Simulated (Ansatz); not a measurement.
# What biaxial strain −0.18 %, plane normal [001], relaxed out of plane does to hypothetical R-3m MgH2

The parent structure is MgH2 in the CdCl2 type structure (space group R-3m, No. 166; a = 3.009 Å, c = 12.594 Å (hexagonal axes); a hypothetical phase, not in the database extracts checked). Axes: x lies along a and z along c of the hexagonal cell.

Now apply this change: biaxial strain −0.18 %, plane normal [001], relaxed out of plane (Cartesian); in-plane vectors clamped, the third vector and the atoms free.

The values are results of plane-wave PAW DFT at the r2SCAN+rVV10 level (Ansatz, a first-principles code, 500 eV), spin-orbit coupling left out, not measurements. Γ-centred 13×13×13 mesh, Fermi–Dirac width 0.05 eV.

```csv
quantity,base,changed,shift
volume per atom,10.97 Å³,10.94 Å³,-0.03 Å³
space group,R-3m (No. 166),R-3m (No. 166),–
shortest interatomic distance,1.963 Å,1.961 Å,-0.002 Å
energy relative to the base (free energy F),0 meV/atom,0.0 meV/atom,0.0 meV/atom
"pressure (mean of the normal stresses, compression positive)",0.00 GPa,0.18 GPa,+0.18 GPa
band gap (an upper bound: an edge found on the path is not a true extremum; both cells),3.88 eV,3.90 eV,+0.02 eV
out-of-plane strain,–,+0.10 %,–
mean in-plane stress (compression positive),–,+0.3 GPa,–
```

Gaps are read on the SCF mesh and a high-symmetry path. Stability against distortions was not tested.
